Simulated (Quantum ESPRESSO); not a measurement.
The steps of a band-structure calculation for ScSi (Cmcm, 4 atoms in the cell) with Quantum ESPRESSO.

Level of theory: LDA (PZ), GBRV 1.5 ultrasoft (LDA) pseudopotentials (plane waves; Quantum ESPRESSO).

Step 1 (scf):

```fortran
&control
  calculation = 'scf'
  prefix = 'scsi'
  outdir = './out'
  pseudo_dir = './'
  tprnfor = .true.
  tstress = .true.
/
&system
  ibrav = 9
  A = 3.993920000
  B = 9.906980000
  C = 3.667450000
  nat = 4
  ntyp = 2
  ecutwfc = 50
  ecutrho = 400
  occupations = 'smearing'
  smearing = 'cold'
  degauss = 0.0073499
/
&electrons
  conv_thr = 1.0e-11
/
ATOMIC_SPECIES
Sc    44.9559  sc_lda_v1.uspp.F.UPF
Si    28.0850  si_lda_v1.uspp.F.UPF
ATOMIC_POSITIONS crystal
Sc   -0.139210000    0.860790000   -0.250000000
Sc   -0.860790000    0.139210000   -0.750000000
Si   -0.419440000    0.580560000   -0.250000000
Si   -0.580560000    0.419440000   -0.750000000
K_POINTS automatic
4 4 4  0 0 0
```

Step 2 (bands):

```fortran
&control
  calculation = 'bands'
  prefix = 'scsi'
  outdir = './out'
  pseudo_dir = './'
  verbosity = 'high'
/
&system
  ibrav = 9
  A = 3.993920000
  B = 9.906980000
  C = 3.667450000
  nat = 4
  ntyp = 2
  ecutwfc = 50
  ecutrho = 400
  occupations = 'smearing'
  smearing = 'cold'
  degauss = 0.0073499
  nbnd = 23
/
&electrons
  conv_thr = 1.0e-11
  startingwfc = 'random'
  diago_thr_init = 1.0d-6
  diagonalization = 'cg'
/
ATOMIC_SPECIES
Sc    44.9559  sc_lda_v1.uspp.F.UPF
Si    28.0850  si_lda_v1.uspp.F.UPF
ATOMIC_POSITIONS crystal
Sc   -0.139210000    0.860790000   -0.250000000
Sc   -0.860790000    0.139210000   -0.750000000
Si   -0.419440000    0.580560000   -0.250000000
Si   -0.580560000    0.419440000   -0.750000000
K_POINTS crystal_b
14
  0.00000000   0.00000000   0.00000000   9  ! G
  0.29063087  -0.29063087   0.00000000   3  ! X
  0.00000000  -0.50000000   0.00000000   9  ! S
  0.00000000  -0.50000000  -0.50000000   3  ! R
  0.29063087  -0.29063087  -0.50000000   9  ! A
  0.00000000   0.00000000  -0.50000000   9  ! Z
  0.00000000   0.00000000   0.00000000   6  ! G
 -0.50000000  -0.50000000   0.00000000   7  ! Y
 -0.29063087  -0.70936913   0.00000000   9  ! X1
 -0.29063087  -0.70936913  -0.50000000   7  ! A1
 -0.50000000  -0.50000000  -0.50000000   9  ! T
 -0.50000000  -0.50000000   0.00000000   1  ! Y
  0.00000000   0.00000000  -0.50000000   6  ! Z
 -0.50000000  -0.50000000  -0.50000000   1  ! T
```

Step 3 (bands.x):

```fortran
&bands
  prefix = 'scsi'
  outdir = './out'
  filband = 'bands.dat'
  lsym = .false.
/
```

Output of bands (abridged):

```
     Atomic positions and unit cell read from directory:
     ./out/scsi.save/
     G-vector sticks info
     --------------------
     sticks:   dense  smooth     PW     G-vecs:    dense   smooth      PW
     Sum        2247    1119    339                66095    23385    3827

     bravais-lattice index     =            9
     lattice parameter (alat)  =       7.5474  a.u.
     unit-cell volume          =     489.6339 (a.u.)^3
   [... lines left out ...]
                       cart. coord. in units 2pi/alat
        k(    1) = (   0.0000000   0.0000000   0.0000000), wk =   0.0227273
        k(    2) = (   0.0645846   0.0000000   0.0000000), wk =   0.0227273
        k(    3) = (   0.1291693   0.0000000   0.0000000), wk =   0.0227273
   [... 85 lines left out ...]

     Dense  grid:    66095 G-vectors     FFT dimensions: (  72,  72,  48)

     Smooth grid:    23385 G-vectors     FFT dimensions: (  45,  45,  32)

     The potential is recalculated from file :
     ./out/scsi.save/charge-density

     Band Structure Calculation
     CG style diagonalization

     ethr =  1.00E-06,  avg # of iterations = 35.5

     End of band structure calculation

          k = 0.0000 0.0000 0.0000 (  2939 PWs)   bands (ev):

   -38.6238 -38.5859 -17.6696 -17.5659 -17.5362 -17.5300 -17.4547 -17.4392
    -0.7631   4.2318   6.9386   7.9248   8.5900   8.9637  10.1615  10.7815
    11.4482  11.9564  11.9966  12.4592  12.9850  13.4596  14.0935

          k = 0.0646 0.0000 0.0000 (  2937 PWs)   bands (ev):

   -38.6235 -38.5860 -17.6692 -17.5677 -17.5356 -17.5319 -17.4544 -17.4396
    -0.7348   4.2620   6.8206   7.9378   8.5688   8.9525  10.2728  10.6879
    11.3026  11.8186  12.2278  12.4239  13.1058  13.3418  14.1944

   [... 86 blocks of this kind left out ...]
```

Output of bands.x (abridged):

```
     Reading xml data from directory:

     ./out/scsi.save/

     G-vector sticks info
     --------------------
     sticks:   dense  smooth     PW     G-vecs:    dense   smooth      PW
     Sum        2247    1119    339                66095    23385    3827

     Reading collected, re-writing distributed wavefunctions
     high-symmetry point:  0.0000 0.0000 0.0000   x coordinate   0.0000
     high-symmetry point:  0.5813 0.0000 0.0000   x coordinate   0.5813
     high-symmetry point:  0.5000-0.2016 0.0000   x coordinate   0.7986
     high-symmetry point:  0.5000-0.2016-0.5445   x coordinate   1.3431
     high-symmetry point:  0.5813 0.0000-0.5445   x coordinate   1.5604
     high-symmetry point:  0.0000 0.0000-0.5445   x coordinate   2.1417
   [... 3 lines left out ...]
     high-symmetry point:  0.4187-0.4031-0.5445   x coordinate   4.0526
     high-symmetry point:  0.0000-0.4031-0.5445   x coordinate   4.4713
     high-symmetry point:  0.0000-0.4031 0.0000   x coordinate   5.0158
     high-symmetry point:  0.0000 0.0000-0.5445   x coordinate   5.0158
     high-symmetry point:  0.0000-0.4031-0.5445   x coordinate   5.4190

     Plottable bands (eV) written to file bands.dat.gnu
     Bands written to file bands.dat

   JOB DONE.
```

The starting cell comes from a database of computed structures (which also holds hypothetical and non-ambient phases and stackings), without a prior relaxation at this level.
